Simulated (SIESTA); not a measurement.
Band structure of HfC (Fm-3m, 2 atoms in the cell).

```
CELL_PARAMETERS angstrom
      0.00000     2.30602     2.30602
      2.30602     0.00000     2.30602
      2.30602     2.30602     0.00000
ATOMIC_POSITIONS crystal
  Hf 0.00000 0.00000 0.00000
  C  0.50000 0.50000 0.50000
```

Method: GGA PBE, numerical atomic orbitals DZP, PseudoDojo PBE standard norm-conserving potentials (rewritten from UPF to PSML) run with SIESTA.

Settings: XC.functional = GGA; XC.authors = PBE; potentials = PseudoDojo PBE standard; PAO.BasisSize = DZP; PAO.EnergyShift = 0.005 Ry; MeshCutoff = 300 Ry; kgrid.MonkhorstPack = 10 10 10; OccupationFunction = FD; ElectronicTemperature = 580.23 K; MaxSCFIterations = 150; SCF.Mixer.Method = Broyden; SCF.Mixer.Weight = 0.1; SCF.Mixer.History = 8; SCF.DM.Tolerance = 1.0E-04.

The starting cell comes from a database of computed structures (which also holds hypothetical and non-ambient phases and stackings), without a prior relaxation at this level. Its lattice was rescaled by a random factor within 2.5 % of one. Spin-orbit coupling is off. Values carry the incompleteness of an atom-centred basis.

Levels in eV from the Fermi level, bands 5 to 10:
```
point       5      6      7      8      9    10
-----  ------  -----  -----  -----  -----  ----
Γ      -12.56   1.16   1.16   1.16   1.22  1.22
X      -10.68  -2.75  -2.05  -0.02  -0.02  5.23
W       -9.87  -3.19  -2.91  -2.91   3.80  3.80
K       -9.96  -3.73  -2.91  -1.80   1.59  5.86
L       -8.62  -6.44  -3.26  -3.26   5.27  5.27
U       -9.96  -3.73  -2.91  -1.80   1.59  5.86
```

Bands cross the Fermi level along this path, so the cell is metallic at this level.

Higher empty bands are left out: an atom-centred basis made for the valence describes them poorly.
